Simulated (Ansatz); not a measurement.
# A computed series for BeTe: response to strain

Take BeTe in the zinc blende structure (space group F-43m, No. 216; a = 5.657 Å) as the base.

Strains are applied to the cell and any free atomic positions relax.

Calculations: Ansatz (a quantum-chemistry and plane-wave program) r2SCAN, no SOC.

```
isotropic strain (%)  band gap (eV)
--------------------  -------------
-1.73                          2.24
0                              2.38
0.41                              ?
1.44                           2.47
```

Task: Fit E_g = E₀ + Dε (ε in %) to the rows shown and predict the withheld row.

Result: Least squares on the printed values gives E₀ = 2.37 eV, D = 72.8 meV per % of strain (largest residual 0.01 eV); this predicts 2.40 eV, and the run gives 2.40 eV, in agreement.

Spin-orbit coupling, missing from the scalar runs, can matter with Te. No phonon test of stability was made.
